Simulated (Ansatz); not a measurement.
Start from WC (space group P-6m2, No. 187; a = 2.9127 Å, c = 2.8354 Å; relaxed with 0.1 eV smearing). Axes: x lies along a and z along c of the hexagonal cell.

Computed with r2SCAN/PAW in Ansatz (an electronic-structure program), no spin-orbit coupling.

Strains are applied to the cell and any free atomic positions relax.

One change was made to it. Results:

| quantity | base | after |
|---|---|---|
| energy relative to the base (free energy F) | 0 meV/atom | +14 meV/atom |
| shortest interatomic distance | 4.156 bohr | 4.122 bohr |
| pressure (mean of the normal stresses, compression positive) | 0.0 GPa | 9.6 GPa |

Q: Name the change that was made.
A. uniaxial strain ε_zz = −2.00 %
B. uniaxial strain ε_zz = −1.50 %
C. uniaxial strain ε_zz = −2.50 %
D. uniaxial strain ε_zz = −0.50 %
E. uniaxial strain ε_zz = −1.00 %

A: A, uniaxial strain ε_zz = −2.00 %. For comparison, the energy relative to the base in the other runs: uniaxial strain ε_zz = −1.00 % gives +3.3 meV/atom; uniaxial strain ε_zz = −2.50 % gives +21 meV/atom; uniaxial strain ε_zz = −1.50 % gives +7.5 meV/atom; uniaxial strain ε_zz = −0.50 % gives +0.8 meV/atom.

No phonon test of stability was made. The final runs are not spin-polarised.
